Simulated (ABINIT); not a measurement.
Input and output of a self-consistent single point for CdF₂ (Fm-3m, 3 atoms in the cell) (ABINIT).

Method of the run: LDA (PW92), PAW (JTH v2.0 LDA PAW) (plane waves; ABINIT 10.0.3).

```
CELL_PARAMETERS angstrom
      0.00000     2.69188     2.69188
      2.69188     0.00000     2.69188
      2.69188     2.69188     0.00000
ATOMIC_POSITIONS crystal
  Cd 0.00000 0.00000 0.00000
  F  0.25000 0.25000 0.25000
  F  0.75000 0.75000 0.75000
```

Reference input (self-consistent single point, DFT, PBE, plane waves, PAW (JTH v2.0 PBE PAW)): pseudos = [Cd.GGA_PBE-JTH.xml, F.GGA_PBE-JTH.xml]; ecut = 653 eV; pawecutdg = 1306 eV; pawxcdev = 0; occopt = 1; ngkpt = 7 7 7; nshiftk = 1; shiftk = 0 0 0; potentials = JTH v2.0 PBE PAW; nband = 16; kptopt = 1; nstep = 100. This run's input differs from it in these lines:

```diff
@@ -1,4 +1,4 @@
-# CdF2, JTH v2.0 PBE PAW
+# CdF2, JTH v2.0 LDA PAW
 pp_dirpath "./"
-pseudos "Cd.GGA_PBE-JTH.xml, F.GGA_PBE-JTH.xml"
+pseudos "Cd.LDA_PW-JTH.xml, F.LDA_PW-JTH.xml"
 acell 3*1.0 Angstrom
```

Its files differ too (potentials: JTH v2.0 PBE PAW → JTH v2.0 LDA PAW).

Output (repeated stretches shortened):

```
--- !BeginCycle
solver: {iscf: 17, nstep: 100, nline: 4, wfoptalg: 10, }
tolerances: {tolvrs: 1.00E-10, }
...

     iter   Etot(hartree)      deltaE(h)  residm     nres2
 ETOT  1  -96.380714078102    -9.638E+01 3.622E-01 2.629E+01
 ETOT  2  -96.498734076286    -1.180E-01 1.483E-02 1.385E+01
 ETOT  3  -96.489979177719     8.755E-03 7.724E-03 9.398E-01
 ETOT  4  -96.490380150314    -4.010E-04 1.987E-02 3.962E-01
 ETOT  5  -96.490563500985    -1.834E-04 7.663E-02 7.684E-03
   [... 12 lines left out ...]
 ETOT 18  -96.490564885810    -9.990E-12 3.646E-05 3.528E-10
 ETOT 19  -96.490564885814    -3.894E-12 4.038E-05 1.529E-10
 ETOT 20  -96.490564885815    -1.350E-12 3.198E-05 1.537E-10
 ETOT 21  -96.490564885816    -6.253E-13 3.680E-05 4.017E-11
 At SCF step   21       nres2   =  4.02E-11 < tolvrs=  1.00E-10 =>converged.

 Cartesian components of stress tensor (hartree/bohr^3)
  sigma(1 1)=  2.06435514E-04  sigma(3 2)=  0.00000000E+00
  sigma(2 2)=  2.06435514E-04  sigma(3 1)=  0.00000000E+00
  sigma(3 3)=  2.06435514E-04  sigma(2 1)=  0.00000000E+00

 ----iterations are completed or convergence reached----

 reduced coordinates (array xred) for    3 atoms
       0.000000000000      0.000000000000      0.000000000000
       0.250000000000      0.250000000000      0.250000000000
       0.750000000000      0.750000000000      0.750000000000
 cartesian forces (eV/Angstrom) at end:
    1     -0.00000000000000     0.00000000000000     0.00000000000000
    2     -0.00000000000000    -0.00000000000000     0.00000000000000
   [... lines left out ...]
 Fermi (or HOMO) energy (hartree) =   0.03630   Average Vxc (hartree)=  -0.39036
   [... lines left out ...]
local_psp           : -7.49774124862916E+01
total_energy        : -9.64905663912557E+01
total_energy_eV     : -2.62564184094127E+03
...

-Cartesian components of stress tensor (GPa)         [Pressure= -6.0735E+00 GPa]
- sigma(1 1)=  6.07354150E+00  sigma(3 2)=  0.00000000E+00
- sigma(2 2)=  6.07354150E+00  sigma(3 1)=  0.00000000E+00
- sigma(3 3)=  6.07354150E+00  sigma(2 1)=  0.00000000E+00

 Calculation completed.
```

The run converged in 21 iterations. Against the reference run the pressure goes from 5.09 to -6.07 GPa and the gap on the mesh goes from 3.140 to 2.843 eV.

The starting cell comes from a database of computed structures (which also holds hypothetical and non-ambient phases and stackings), without a prior relaxation at this level. Its lattice was rescaled by a random factor within 2.5 % of one. With a pressure of about -6 GPa the cell is away from its equilibrium volume at this level.
